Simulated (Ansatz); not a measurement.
# Input and output of a self-consistent single point for HfGe2 (P6/mmm, 3 atoms in the cell) (Ansatz)

Method: PBE (plane waves, PAW; Ansatz, a first-principles code).

This input was run:

Ansatz 0.2 input:
```yaml
crystal:
  lattice:
    - [4.364464, 0.000000, 0.000000]
    - [-2.182232, 3.779737, 0.000000]
    - [0.000000, 0.000000, 4.725677]
  atoms:
    - { symbol: Hf, position_ang: [0.000000, 0.000000, 0.000000] }
    - { symbol: Ge, position_ang: [-0.000002, 2.519826, 2.362839] }
    - { symbol: Ge, position_ang: [2.182234, 1.259911, 2.362839] }
basis:
  ecutwfc: 420.0
kpoints:
  mp_grid:
    grid: [6, 6, 5]
hamiltonian:
  xc: pbe
  pseudopotentials:
    kind: paw
scf:
  occupations:
    method: methfessel_paxton
    width: 0.272
output:
  forces: true
  eigenvalues: true
  stress: true
```

Output, abridged:

```
WARN the atoms were moved onto the symmetric positions of the space group found under crystal.symmetry.tolerance 1.0e-5 (fractional …
WARN ansatz: RAYON_NUM_THREADS=1 ignored (pool sized by the plan → 1); use --threads N
Pseudopotentials: kind: paw
Pseudopotential: Hf, paw, valence charge 26
Pseudopotential: Ge, paw, valence charge 14
Crystal: 3 atoms, lattice volume = 77.957 Å³
Basis set: ecut = 420 eV, 1545 PW (Γ), exchange–correlation on 60×60×64 points (8 copies of the dense FFT grid, shifted against one another)
Bands: 33, of which v1, the nominal top of the filled ones, is band 27 counted from 1 (26 counted from 0)
Symmetry: 24 space group operations
Space group: P6/mmm (ITA 191), of the structure as read, at distance tolerance 4.3e-5 Å
k-points: 21 of 180
Initial density: superposition of atomic densities (neutral atoms: chi_scale 0, normalization atom), corrected by the library's trained network
Initial wavefunctions: pseudopotential atomic-orbital guess
Eigensolver: davidson
Functional: x = pbe(κ = 0.804, μ = 0.2195149727645171), c = pbe(β = 0.06672455060314922)
SCF iter   1: F=—  HF=-24309.271352 eV  |F-HF|=—  |Δ(HF+E_count)|=         —  Δρ=1.67e-3  dr2=1.57e-3  ethr=1.77e-3  ⟨swp⟩=4.4  Hψ=2243  notcnv=0
all-band conjugate gradients solve this SCF's bands
preconditioner: auto → Resta (q_TF=auto, 2.566 Å⁻¹)
SCF iter   2: F=—  HF=-24309.271881 eV  |F-HF|=—  |Δ(HF+E_count)|=   5.29e-4  S|Δr|=    0.00e0  Δρ=1.08e-3  dr2=7.03e-4  ethr=2.90e-6  ⟨swp⟩=2.0  Hψ=1049  notcnv=0
SCF iter   3: F=—  HF=-24309.271875 eV  |F-HF|=—  |Δ(HF+E_count)|=   6.47e-6  S|Δr|=    0.00e0  Δρ=2.15e-4  dr2=3.99e-5  ethr=1.30e-6  ⟨swp⟩=2.0  Hψ=821  notcnv=0
SCF iter   4: F=—  HF=-24309.271833 eV  |F-HF|=—  |Δ(HF+E_count)|=   4.18e-5  S|Δr|=    0.00e0  Δρ=9.73e-5  dr2=9.84e-6  ethr=7.40e-8  ⟨swp⟩=2.0  Hψ=1124  notcnv=0
SCF iter   5: F=—  HF=-24309.271832 eV  |F-HF|=—  |Δ(HF+E_count)|=   1.07e-6  S|Δr|=    0.00e0  Δρ=3.90e-5  dr2=1.24e-6  ethr=1.82e-8  ⟨swp⟩=2.0  Hψ=1178  notcnv=0
SCF iter   6: F=—  HF=-24309.271831 eV  |F-HF|=—  |Δ(HF+E_count)|=   5.65e-7  S|Δr|=    0.00e0  Δρ=7.40e-6  dr2=5.23e-8  ethr=1.85e-10  ⟨swp⟩=3.0  Hψ=3019  notcnv=0
SCF iter   7: F=-24309.271831 eV  HF=-24309.271831 eV  |F-HF|=2.74e-9  |Δ(HF+E_count)|=   3.86e-8  S|Δr|=    0.00e0  Δρ=5.36e-6  dr2=2.05e-8  ethr=9.69e-11  ⟨swp⟩=4.0  Hψ=2191  notcnv=0
SCF 1 converged in 7 iterations: F = -24309.271831 eV  dr2 = 2.05e-8
SCF converged after 7 iterations
Stability not checked (fill_not_monotonic)
Free energy (F): -24309.271831 eV
Harris-Foulkes:  -24309.271831 eV  (|F-HF|=2.74e-9)
Internal energy: -24309.301862 eV  (E = F + TS)
E sigma→0 (E₀):  -24309.279339 eV
Entropy (-TS):   0.030031 eV (10.010 meV/atom)
Fermi energy:    10.793458 eV
--- Per-component energies (eV) ---
  E_band       = -484.362499
  E_kinetic    = 632.374342
  E_local      = -10916.302797  (includes V_loc(G=0)·N_el)
  E_nonlocal   = -413.203643
  E_hartree    = 4894.181792
  E_xc         = -445.435306
  E_vxc        = -387.601412  (∫ρ·V_xc dr)
  E_paw        = -10959.647700  (= ΣΔE_a)
  E_vpaw       = 812.016498  (= ΣTr[D̂ρ^β])
  E_aug_tail   = 0.000517  (compensation charges beyond the density's cutoff)
  E_ewald      = -7101.269066
  E_smearing   = 0.030031  (= −TS)
  E_closure    = 0.000000  (closes the sum)
  Σ components = -24309.271831   (vs F -24309.271831, Δ=0.00e0)
--- Forces (eV/Å), atoms counted from 1 ---
  atom   1  Hf    -0.00000000     0.00000000     0.00000000
   [... zero for the other atoms too ...]
  max |Σ_I F_I| component: 2.59e-16 eV/Å
--- Stress (GPa, compression-positive) ---
       -5.731018       0.000000       0.000000
        0.000000      -5.731018      -0.000000
        0.000000      -0.000000     -19.270388
  P = ⅓ Tr σ = -10.2441 GPa (-102.441 kbar)
  The stress holds the Pulay correction. Without it, at fixed plane waves, as pw.x and ABINIT print it: P = -10.2679 GPa
--- Band table (eV; the first three rows and the last of 21) ---
  k-point 0: bands = ["-53.2587", "-21.7888", "-21.7888", "-21.7467", "-13.9944", "-13.9944", "-13.9870", "-13.9485", "-13.9485", "-13.8878", "-13.8878", "-13.8545", "-13.8545", "-13.8237", "-3.2551", "-3.2514", "-3.2454", "-3.2454", "-3.2400", [...]
  k-point 1: bands = ["-53.2587", "-21.7887", "-21.7887", "-21.7481", "-13.9944", "-13.9944", "-13.9867", "-13.9486", "-13.9486", "-13.8879", "-13.8879", "-13.8544", "-13.8544", "-13.8235", "-3.2551", "-3.2514", "-3.2456", "-3.2456", "-3.2398", [...]
  k-point 2: bands = ["-53.2587", "-21.7886", "-21.7886", "-21.7504", "-13.9944", "-13.9944", "-13.9863", "-13.9488", "-13.9488", "-13.8880", "-13.8880", "-13.8543", "-13.8543", "-13.8231", "-3.2550", "-3.2514", "-3.2458", "-3.2458", "-3.2396", [...]
  k-point 20: bands = ["-53.2584", "-21.7987", "-21.7987", "-21.7481", "-14.0967", "-14.0064", "-14.0064", "-13.9628", "-13.9024", "-13.9024", "-13.8416", "-13.8362", "-13.8362", "-13.7769", "-3.2543", "-3.2527", "-3.2455", "-3.2455", "-3.2403", [...]
```

The run converged in 7 iterations.

The starting cell was generated: these elements placed on a structure prototype, without a prior relaxation; it need not be a known phase or ordering of this composition. Its lattice was rescaled by a random factor within 2.5 % of one. Spin-orbit coupling is off. With a pressure of about -10 GPa the cell is away from its equilibrium volume at this level. Ansatz's pressure includes its estimate of the finite-basis (Pulay) stress.
